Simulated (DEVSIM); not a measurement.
Structure: abrupt Si p-n junction, at 250 K.

```csv
layer (left to right),material,thickness (μm),Nd (cm⁻³),Na (cm⁻³),τn (s),τp (s)
1,Si,1.40,-,1.9e18,9e-6,9e-6
2,Si,0.930,2.7e16,-,9e-6,9e-6
```

Left contact: ohmic. Right contact: ohmic. Voltage is applied to the left contact. Recombination: SRH at mid-gap, radiative. Mobility is μmin + (μ − μmin)/(1 + (N/Nref)^α).

Constants are typed, rounded textbook-type inputs, not results; the design itself was drawn at random and stands for no fabricated device. Values at 300 K; Nc and Nv go as T^1.5, mobilities as T to minus their exponent, the gap by Varshni's rule with the affinity fixed.

```tsv
parameter	Si
gap (eV)	1.124
affinity (eV)	4.05
permittivity	11.7
Nc (cm⁻³)	2.86e19
Nv (cm⁻³)	3.1e19
μn (cm²/Vs)	1417
μp (cm²/Vs)	470
μn,min	52
μp,min	45
Nref,n	9.7e16
Nref,p	2.2e17
αn	0.68
αp	0.72
T exponent of μn	2.3
T exponent of μp	2.2
B (cm³/s)	4.7e-15
Varshni α (eV/K)	0.000473
Varshni β (K)	636
```

Simulated with DEVSIM: 1D drift-diffusion, Boltzmann statistics, complete ionisation; no tunnelling, impact ionisation, image-force lowering or self-heating.

Question: Give the small-signal capacitance in reverse bias (quasi-static).

Answer: 
| V (V) | C (nF/cm²) |
|---|---|
| -0.1 | 47.4 |
| -0.25 | 44.1 |
| -0.5 | 39.9 |
| -0.75 | 36.7 |
| -1 | 34.2 |
| -1.5 | 30.4 |
| -2 | 27.6 |
| -2.5 | 25.5 |
| -3.25 | 23.1 |
| -4 | 21.2 |
| -5 | 19.4 |
